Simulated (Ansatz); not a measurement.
**SnTe (model structure, started from the 4H type, P6₃mc, No. 186, 8 atoms in the cell): equilibrium volume per atom by level of theory**

No measured value is used here.

```json
[
 {"level (code)": "PBE (Ansatz)", "value (Å³/atom)": "41.06"},
 {"level (code)": "PBEsol (Ansatz)", "value (Å³/atom)": "___"},
 {"level (code)": "PBE-D3(BJ) (Ansatz)", "value (Å³/atom)": "39.33"}
]
```

Question: Fill in the missing entries.

Answer: 
- PBEsol (Ansatz, an electronic-structure program), value (Å³/atom): 38.31

PBE-D3(BJ): a distance lies near a switch of the dispersion term, which can move the cell. Ansatz's density-functional and Hartree–Fock values are scalar-relativistic unless marked +SOC, with PAW data made under PBE.

A model structure was made by putting elements into a prototype or built by hand; it is no filed structure, need not be a known phase, and can be a saddle point held by its symmetry.
